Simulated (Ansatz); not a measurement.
The reference is GaP in the zinc blende structure (space group F-43m, No. 216; a = 5.4513 Å). Axes: x, y, z lie along the cube axes.

Calculations: Ansatz (a first-principles code) r2SCAN, no spin-orbit coupling.

One thing is altered: the cell is scaled by 0.9950 in all directions, atoms relaxed at fixed cell.

**Question.** Predict the stress tensor and what it implies for the stiffness.

**Answer.** Stress of the strained cell less that of the base (GPa, compression positive):
```
   1.36    0.00    0.00
   0.00    1.36    0.00
   0.00    0.00    1.36
```

Then B = −ΔP/(ΔV/V₀) with ΔV/V₀ = -0.0149 gives secant stiffness values (nonlinear terms included at this strain): B ≈ 91 GPa.

No phonon test of stability was made.
